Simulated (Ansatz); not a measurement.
The starting structures come from a database of crystals and need not be the phases stable at ambient conditions.

Here is the system:

```xyz
9
Lattice="4.5383 0.0000 0.0000 0.0000 5.7178 0.0000 0.0000 -2.8589 4.9518" Properties=species:S:1:pos:R:3 pbc="T T T"
Ba     3.3264     0.0000     3.3012
Ba     1.2119     2.8589     1.6506
Mg     0.0000     0.0000     0.0000
H      1.0196     1.3977     4.1082
H      3.5187     1.4612     0.8436
H      1.0196     0.0000     1.6872
H      3.5187     2.8589     3.2646
H      1.0196    -1.3977     4.1082
H      3.5187     4.2566     0.8436
```

Space group of this cell: P-3m1. The cell is taken as given.

Transport runs along the normal of the first two printed cell vectors, the (100) plane of the conventional cell.

The gap is the functional's own, uncorrected, and κ follows it; spin-orbit coupling is left out. Mid-gap values are interpolated between the computed energies.

**Question.** State the band gap and the smallest decay constant κ at mid-gap according to r2SCAN run with Ansatz (a quantum-chemistry and plane-wave program).

**Answer.** Gap 3.44 eV on a 8×6×6 mesh; κ = 0.342 1/Å, at (0.250, 0.000) of the in-plane reciprocal vectors. At the zone centre, at the nearest computed energy, the slowest state has κ = 0.35 1/Å.
